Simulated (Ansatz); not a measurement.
Base system: ZnSe in the zinc blende structure (space group F-43m, No. 216).

```xyz
2
Lattice="0.0000 2.8328 2.8328 2.8328 0.0000 2.8328 2.8328 2.8328 0.0000" Properties=species:S:1:pos:R:3 pbc="T T T"
Zn     0.0000     0.0000     0.0000
Se     1.4164     1.4164     1.4164
```

Cartesian axes are those of the cell as printed.

Computed with r2SCAN/PAW in Ansatz (a first-principles code), spin-orbit coupling left out.

Strains are applied to the cell and any free atomic positions relax.

One change was made to it. Results:

The energy increases by 0.4 meV/atom; the shortest interatomic distance decreases by 0.003 Å to 2.450 Å; the valley order (the lowest conduction-band minima on the path, energy above the VBM, named in the base's zone) goes from Γ 1.87 eV; L along ⟨111⟩ 3.05 eV; X along ⟨100⟩ 3.34 eV to Γ 1.83 eV; L along [1-11] 2.97 eV; L along [11-1] 3.07 eV; X along [001] 3.29 eV.

Problem. What was done to the base?
A) tensor shear ε_xy = +1.43 %
B) tensor shear ε_xy = +0.57 %
C) tensor shear ε_xy = +1.71 %
D) tensor shear ε_xy = +2.00 %

Solution. B, tensor shear ε_xy = +0.57 %. For comparison, the valley order in the other runs: tensor shear ε_xy = +1.43 % gives Γ 1.77 eV; L along [1-1-1] 2.85 eV; L along [111] 3.08 eV; X along [001] 3.16 eV; tensor shear ε_xy = +2.00 % gives Γ 1.73 eV; L along [1-1-1] 2.77 eV; X along [001] 3.06 eV; L along [111] 3.09 eV; tensor shear ε_xy = +1.71 % gives Γ 1.75 eV; L along [1-1-1] 2.81 eV; L along [111] 3.08 eV; X along [001] 3.11 eV.

The levels and masses belong to the bands next to the band gap. Stability against distortions was not tested.
